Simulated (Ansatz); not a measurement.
Functionals compared on the (31-43) surface of hcp Os in its 1x1 cell, outermost plane spacing 0.10 Å in the ideal cut, in Ansatz (plane waves, PAW). The structure was relaxed with PBE; the other rows are single points on it, each with its references at the same level. Cutoff 420 eV (500 eV for r2SCAN).

Slab: 36 atoms, 10.3 Å thick at the start (thin: gaps and levels are the slab's own); k 8x4x1, smearing 0.1 eV, dipole-corrected; all atoms relaxed; start symmetry kept, larger cells not searched; no spin, no spin-orbit, no U. These notes are the PBE run's.

```tsv
functional	surface energy (J/m²)	work function of the top face (eV)	rough cost of the single point
PBE	3.80	4.95	–
LDA	[?]	[?]	very roughly 23 core-minutes
PBEsol	4.26	5.06	roughly 22 core-minutes
RPBE	3.56	4.81	roughly 17 core-minutes
r2SCAN	4.08	4.99	about 30 core-minutes (a rough figure)
```

### Question
What belongs in the gaps?

### Answer

- LDA, surface energy (J/m²): 4.40
- LDA, work function of the top face (eV): 5.28

Ansatz is a program for electronic structure.
